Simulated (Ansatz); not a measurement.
For Te3As2 (model structure, started from the A-La2O3 type, P-3m1, No. 164, 5 atoms in the cell), PBE in Ansatz (PAW) gives:

| Property | Result |
|---|---|
| lattice parameter a | 4.079 Å |
| lattice parameter c | 10.456 Å |
| enthalpy of formation | -0.004 eV/atom |

### Question
What does PBE-D3(BJ) in Ansatz (PAW) give for the same quantities?

### Answer

- lattice constant a: 4.010 Å (falls by 1.7 %)
- lattice parameter c: 9.896 Å (decreases by 5.4 %)
- formation enthalpy: -0.005 eV/atom (moves by -0.001 eV/atom)

Changes are worked out from the printed values.

Unless a cell is named, each level is at its own relaxed cell (PBE 30.13, PBE-D3(BJ) 27.56 Å³/atom).

Levels without +SOC leave out spin–orbit coupling, which shifts energies and cells of such heavy elements.

Ansatz's density-functional and Hartree–Fock values are scalar-relativistic unless marked +SOC, with PAW data made under PBE.

A model structure was made by putting elements into a prototype or built by hand; it is no filed structure, need not be a known phase, and can be a saddle point held by its symmetry.

Ansatz is a first-principles code.
